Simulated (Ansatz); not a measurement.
The starting structures come from a database of crystals and need not be the phases stable at ambient conditions.

Here is the system:

```xyz
20
Lattice="8.1114 0.0000 0.0000 0.0000 8.1593 0.0000 4.0557 0.0000 4.1003" Properties=species:S:1:pos:R:3 pbc="T T T"
Sr     8.1114     6.1195     0.0778
Sr     4.0557     2.0398     4.0224
Sr     4.0557     6.1195     0.0543
Sr     8.1114     2.0398     4.0460
Hf     2.0279     0.0000     2.0501
Hf     2.0279     4.0797     2.0501
Hf     6.0836     0.0000     2.0501
Hf     6.0836     4.0797     2.0501
O      6.4317     6.1195     2.0219
O      5.7354     2.0398     2.0783
O      2.3760     2.0398     2.0783
O      9.7911     6.1195     2.0219
O      4.0557     4.4211     2.3043
O      8.1114     3.7382     1.7960
O      8.1114     0.3415     1.7960
O      4.0557     7.8179     2.3043
O      5.8157     0.0000     0.0000
O      2.2957     0.0000     0.0000
O      2.2957     4.0797     0.0000
O      5.8157     4.0797     0.0000
```

Space group of this cell: Cmcm. The cell is taken as given.

Transport runs along the normal of the first two printed cell vectors.

No gap correction and no spin-orbit coupling; mid-gap values are interpolated between computed energies.

**Question.** Compute, with Ansatz (a program for electronic structure) with PBEsol, the band gap and the smallest decay constant κ at mid-gap.

**Answer.** Gap 3.96 eV on a 8×4×8 mesh; κ = 0.286 1/Å, at the zone centre.
